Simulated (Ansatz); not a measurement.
Functionals compared on a constructed model of the (110) surface of bcc Ta, a pseudomorphic layer of Cu in the host's stacking (bottom of the slab: a bare face, its two planes held), in Ansatz (plane waves, PAW). The structure was relaxed with PBE; the other rows are single points on it. Cutoff 420 eV (500 eV for r2SCAN).

Slab: 7 atoms, 14.4 Å thick at the start; k 14x14x1, smearing 0.1 eV, dipole-corrected; 2 atoms held, the rest relaxed; held to the start's symmetry, so lower structures may exist; no spin, no spin-orbit, no U. It is one candidate, not shown to be the stable structure of the face. These notes are the PBE run's.

| functional | work function of the top face (eV) | rough cost of the single point |
|---|---|---|
| PBE | 3.79 | – |
| RPBE | 3.61 | about 80 core-seconds (a rough figure) |
| r2SCAN | 3.70 | very roughly 2.1 core-minutes |

Ansatz is a first-principles code.
